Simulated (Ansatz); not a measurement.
In a free linear chain of Ga atoms, spin-degenerate bands cross the Fermi level 3 times between Γ and the zone edge.

Computed with PBE (plane waves to 420 eV, PAW; Ansatz, an electronic-structure program). Mesh 1×1×58. No spin polarisation, so a magnetic state wasn't tested. Periodic along z alone, with about 11 Å of vacuum beside it. A hypothetical model. Only distortions within the start's symmetry and period were free. Pairing along the axis, which can open a gap, is among the distortions not tried.

Question: What are the conductance and the two-terminal resistance of a perfect, endless piece?

Answer: Each crossing on the half of the zone with k > 0 has a partner at −k, so it gives one mode in each direction. Counting spin there are 6 modes, each carrying e²/h = 38.74 μS. G = 6 × 38.74 = 232.4 μS and R = 1/G = 4.30 kΩ, whatever the length. Scattering by phonons, roughness and contacts can only raise R.
